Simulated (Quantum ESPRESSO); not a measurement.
A user runs Quantum ESPRESSO on ZnNi (P4/mmm, 2 atoms in the cell) and asks whether the run is sound. The aim is a self-consistent single point with DFT, LDA (PZ), plane waves, GBRV 1.5 ultrasoft (LDA) pseudopotentials.

Cell that was meant: a = 2.6766 Å, b = 2.6766 Å, c = 3.1584 Å, α = 90.00°, β = 90.00°, γ = 90.00°.

Part of the input:

```fortran
ATOMIC_SPECIES
Zn    65.3800  zn_lda_v1.uspp.F.UPF
Ni    58.6934  ni_lda_v1.4.uspp.F.UPF
ATOMIC_POSITIONS crystal
Zn    0.5000000000    0.5000000000    0.5899970000
Ni    0.0000000000    0.0000000000    0.0000000000
K_POINTS automatic
10 10 8  1 1 1
```

Output (repeated stretches shortened):

```
     Message from routine setup:
     using ibrav=0 with symmetry is DISCOURAGED, use correct ibrav instead
     G-vector sticks info
   [... lines left out ...]
        k(    1) = (   0.0500000   0.0500000   0.0529663), wk =   0.0200000
        k(    2) = (   0.0500000   0.0500000   0.1588990), wk =   0.0200000
        k(    3) = (   0.0500000   0.0500000   0.2648316), wk =   0.0200000
   [... 57 lines left out ...]

     Dense  grid:    20609 G-vectors     FFT dimensions: (  36,  36,  40)

     Smooth grid:     7287 G-vectors     FFT dimensions: (  24,  24,  27)

     Initial potential from superposition of free atoms

     starting charge      35.9999, renormalised to      38.0000
     Self-consistent Calculation

     iteration #  1     ecut=    50.00 Ry     beta= 0.50

---- Real-time Memory Report at c_bands before calling an iterative solver
           108 MiB given to the printing process from OS
            41 MiB allocation reported by mallinfo(arena+hblkhd)
------------------

     total energy              =    -788.21650140 Ry
     estimated scf accuracy    <      30.47675235 Ry

     iteration #  2     ecut=    50.00 Ry     beta= 0.50

---- Real-time Memory Report at c_bands before calling an iterative solver
   [... lines left out ...]

---- Real-time Memory Report at c_bands before calling an iterative solver
           134 MiB given to the printing process from OS
            49 MiB allocation reported by mallinfo(arena+hblkhd)
------------------

     total energy              =    -804.46101365 Ry
     estimated scf accuracy    <       0.00000005 Ry

     iteration # 14     ecut=    50.00 Ry     beta= 0.50

---- Real-time Memory Report at c_bands before calling an iterative solver
           134 MiB given to the printing process from OS
            49 MiB allocation reported by mallinfo(arena+hblkhd)
------------------
     End of self-consistent calculation

     the Fermi energy is    17.3758 ev

!    total energy              =    -804.46101366 Ry
     estimated scf accuracy    <          2.2E-11 Ry
     smearing contrib. (-TS)   =       0.00006974 Ry
     internal energy E=F+TS    =    -804.46108340 Ry

     convergence has been achieved in  14 iterations

     Forces acting on atoms (cartesian axes, Ry/au):

     atom    1 type  1   force =     0.00000000    0.00000000   -0.08871237
     atom    2 type  2   force =     0.00000000    0.00000000    0.08871237

     Total force =     0.125458     Total SCF correction =     0.000018

          total   stress  (Ry/bohr**3)                   (kbar)     P=       40.65
   0.00036876   0.00000000   0.00000000           54.25        0.00        0.00
   0.00000000   0.00036876   0.00000000            0.00       54.25        0.00
   0.00000000   0.00000000   0.00009147            0.00        0.00       13.46

   JOB DONE.
```

Question: Can these results be used? Check the input.

Answer: The run is not sound. The fault is fractional and Cartesian coordinates mixed up. Numbers meant as fractions of the cell vectors were read as lengths, or the reverse, so the atoms sit in the wrong places. To fix it, make label and numbers agree, by changing either. The run converged in 14 iterations without an error; against the sound input the free energy rises by 161 meV/atom, the pressure goes from -4.62 to 4.06 GPa and the largest force goes from 0.000 to 2.281 eV/Å.

An input that runs soundly differs in these lines (not the only fix; some lines may just follow from the change or write a value another way):
```diff
-ATOMIC_POSITIONS crystal
-Zn    0.5000000000    0.5000000000    0.5899970000
+ATOMIC_POSITIONS alat
+Zn    0.5000000000    0.5000000000    0.5899974782
```

With that input, the run converged in 15 iterations: free energy E − TS -10945.5719 eV; Fermi level (on the code's own zero) 17.39 eV; pressure -4.62 GPa (DFT, LDA (PZ), plane waves, GBRV 1.5 ultrasoft (LDA) pseudopotentials).

On the sound input: the starting cell comes from a database of computed structures (which also holds hypothetical and non-ambient phases and stackings), without a prior relaxation at this level. Its lattice was rescaled by a random factor within 2.5 % of one. Spin polarisation is off. With a pressure of about -5 GPa the cell is away from its equilibrium volume at this level.
